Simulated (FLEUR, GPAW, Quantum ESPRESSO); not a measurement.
## One structure in several programs: KCeF4 (P4/mmm, 6 atoms in the cell)

Self-consistent single point, at a second geometry (lattice scaled by 0.98). First geometry:

```
CELL_PARAMETERS angstrom
      4.02997     0.00000     0.00000
      0.00000     4.02997     0.00000
      0.00000     0.00000     6.17588
ATOMIC_POSITIONS crystal
  K  0.00000 0.00000 0.00000
  Ce 0.50000 0.50000 0.50000
  F  0.50000 0.00000 0.71414
  F  0.50000 0.00000 0.28586
  F  0.00000 0.50000 0.71414
  F  0.00000 0.50000 0.28586
```
Moments meant for the start (each program seeds them in its own way; μB, in the order of the atoms K Ce F F F F): 0.0 1.0 0.0 0.0 0.0 0.0.

Shared settings, as Quantum ESPRESSO writes them: occupations = smearing; smearing = fd; degauss = 0.0099958 Ry; nspin = 2; K_POINTS = automatic 5 5 4 0 0 0. Potentials and cutoffs stand in the table.

```json
[
 {"code": "FLEUR", "model": "LDA (Perdew-Zunger), all-electron FLAPW (FLEUR), scalar-relativistic valence", "ΔF from the first geometry (meV/atom)": "-8.9", "largest force (eV/Å)": "0.194", "size of the net moment (μB/atom)": "0.16", "cutoff": "Kmax 4 1/bohr"},
 {"code": "GPAW", "model": "LDA (Perdew-Wang 92), GPAW PAW datasets LDA (gpaw-data 1.0.1)", "ΔF from the first geometry (meV/atom)": "-12.0", "largest force (eV/Å)": "0.195", "size of the net moment (μB/atom)": "0.16", "cutoff": "950 eV"},
 {"code": "Quantum ESPRESSO", "model": "LDA (PZ), SSSP 1.1.2 efficiency (PBE) pseudopotentials", "ΔF from the first geometry (meV/atom)": "-10.5", "largest force (eV/Å)": "0.217", "size of the net moment (μB/atom)": "0.00", "cutoff": "50 Ry"}
]
```

The net moments differ, which can mean other magnetic states; other values may part for that reason too.

On FLEUR's run: spin-orbit coupling is off. With one magnetic atom in the cell only a parallel order is possible. With U or open f shells several self-consistent states can exist. The f electrons are in the valence without U or exact exchange, which can misplace them near the Fermi level. Spin-orbit terms, which matter for f shells, are left out.

The spread over the programs that give each value: ΔF from the first geometry within 3.1 meV/atom; largest force within 0.023 eV/Å; size of the net moment within 0.16 μB/atom.

FLEUR treats all electrons, but the usual bases taken here (sphere radii, linearisation, local orbitals, empty states) were not tested for convergence, so the values are no reference for the others. 

The starting cell comes from a database of computed structures (which also holds hypothetical and non-ambient phases and stackings), without a prior relaxation at this level. For this run, on top of that: lattice scaled by 0.98.

Left out of this page: Ansatz (with a known weakness of the program); Elk (unsound by tests on forces, stress, charge or solver warnings).
